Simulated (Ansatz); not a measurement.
Data:

End structure of the (113) surface of germanium, 1 pair of surface atoms bonded, Br on every dangling bond (bottom of the slab: built like the top, H on every dangling bond, free):

```
CELL_PARAMETERS angstrom
      8.14587     0.00000     0.00000
      2.03647     6.75420     0.00000
      0.00000     0.00000    31.00000
ATOMIC_POSITIONS crystal
  Ge 0.08946 0.01207 0.31644
  Ge 0.40217 0.00657 0.31568
  Ge 0.40161 0.35479 0.32644
  Ge 0.91952 0.36177 0.32708
  Ge 0.13485 0.47035 0.36900
  Ge 0.63772 0.44198 0.36562
  Ge 0.54016 0.80991 0.37948
  Ge 0.04914 0.82911 0.38208
  Ge 0.27642 0.90833 0.42488
  Ge 0.76898 0.90937 0.42133
  Ge 0.68149 0.27175 0.43678
  Ge 0.18204 0.27437 0.43724
  Ge 0.40909 0.36364 0.47900
  Ge 0.90909 0.36364 0.47900
  Ge 0.81818 0.72727 0.49301
  Ge 0.31818 0.72727 0.49301
  Ge 0.54506 0.82172 0.53437
  Ge 0.04475 0.81885 0.53409
  Ge 0.95056 0.18257 0.54838
  Ge 0.45787 0.18257 0.55089
  Ge 0.68319 0.28449 0.59356
  Ge 0.17966 0.26427 0.59107
  Ge 0.09194 0.62230 0.60172
  Ge 0.58851 0.65117 0.60486
  Ge 0.82332 0.74045 0.64337
  Ge 0.30718 0.73444 0.64273
  Ge 0.13771 0.08048 0.65765
  Ge 0.82161 0.08661 0.65832
  H  0.04473 0.92080 0.27396
  H  0.48485 0.92032 0.27204
  H  0.37463 0.46508 0.28225
  H  0.89176 0.47260 0.28297
  Br 0.85818 0.58000 0.70996
  Br 0.35671 0.57600 0.70926
  Br 0.22234 0.13743 0.72691
  Br 0.71758 0.13994 0.72854
```

Model: 36-atom slab, 14.6 Å thick at the start with caps and adatoms, 4x4x1 mesh, Fermi-Dirac 0.025 eV, dipole correction, 4 atoms held, the rest relaxed; no symmetry held; no spin, no spin-orbit, no U. It is one candidate, not shown to be the stable structure of the face.

Question: Predict the highest filled level below the top vacuum level from PBE (Ansatz, a quantum-chemistry and plane-wave program).

Answer: 5.85 eV

Question: What gap of the slab on its k-mesh does PBE give?

Answer: 0.72 eV
